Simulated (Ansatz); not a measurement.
The starting structures come from a database of crystals and need not be the phases stable at ambient conditions.

Inside the gap of an insulator the Bloch states are evanescent, with a wavenumber k + iκ along the transport direction.

Input:

```yaml
crystal:
  lattice:
    - [6.36899, 0.00000, 0.00000]
    - [0.00000, 6.47253, 0.00000]
    - [0.00000, 2.51654, 5.92080]
  atoms:
    - { symbol: Sb, position: [0.63474, 0.62329, 0.14448] }
    - { symbol: Sb, position: [0.36526, 0.37671, 0.85552] }
    - { symbol: Sb, position: [0.13474, 0.87671, 0.85552] }
    - { symbol: Sb, position: [0.86526, 0.12329, 0.14448] }
    - { symbol: Ru, position: [0.00462, 0.70003, 0.28738] }
    - { symbol: Ru, position: [0.99538, 0.29997, 0.71262] }
    - { symbol: Ru, position: [0.50462, 0.79997, 0.71262] }
    - { symbol: Ru, position: [0.49538, 0.20003, 0.28738] }
    - { symbol: Se, position: [0.36510, 0.81939, 0.34880] }
    - { symbol: Se, position: [0.63490, 0.18061, 0.65120] }
    - { symbol: Se, position: [0.86510, 0.68061, 0.65120] }
    - { symbol: Se, position: [0.13490, 0.31939, 0.34880] }
```

Space group of this cell: P2_1/c. The cell is taken as given; by r2SCAN its mean pressure is -2.4 GPa.

Transport runs along the normal of the first two printed cell vectors.

No gap correction and no spin-orbit coupling; mid-gap values are interpolated between computed energies.

Task: Predict the band gap and the smallest decay constant κ at mid-gap from r2SCAN run with Ansatz (a quantum-chemistry and plane-wave program).

Result: Gap 0.95 eV on a 6×6×6 mesh; κ = 0.190 1/Å, at (0.500, 0.333) of the in-plane reciprocal vectors. At the zone centre, at the nearest computed energy, the slowest state has κ = 0.27 1/Å.
